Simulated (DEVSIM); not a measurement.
Structure: abrupt GaAs p-n junction, at 350 K.

Layer 1 from the left is GaAs, thickness (μm) 0.220, Na (cm⁻³) 6.3e16, τn (s) 1.4e-8, τp (s) 1.4e-8. Layer 2 from the left is GaAs, thickness (μm) 1.90, Nd (cm⁻³) 6.5e14, τn (s) 1.4e-8, τp (s) 1.4e-8.

Left contact: ohmic. Right contact: ohmic. Voltage is applied to the left contact. Recombination: SRH at mid-gap. Mobility is μmin + (μ − μmin)/(1 + (N/Nref)^α).

Constants are typed, rounded textbook-type inputs, not results; the design itself was drawn at random and stands for no fabricated device. Values at 300 K; Nc and Nv go as T^1.5, mobilities as T to minus their exponent, the gap by Varshni's rule with the affinity fixed.

GaAs: gap (eV) 1.424, affinity (eV) 4.07, permittivity 12.9, Nc (cm⁻³) 4.7e17, Nv (cm⁻³) 9e18, μn (cm²/Vs) 8500, μp (cm²/Vs) 400, μn,min 500, μp,min 20, Nref,n 6e16, Nref,p 1.5e17, αn 0.39, αp 0.38, T exponent of μn 2.1, T exponent of μp 2.2, Varshni α (eV/K) 0.000541, Varshni β (K) 204.

DEVSIM, 1D drift-diffusion, Boltzmann statistics, complete ionisation; no tunnelling, impact ionisation, image-force lowering or self-heating.

Task: What does the simulation give for the dark forward voltage at 100 A/cm², the dark forward voltage at 1 A/cm²?

Result: dark forward voltage at 100 A/cm² 0.993 V; dark forward voltage at 1 A/cm² 0.829 V.
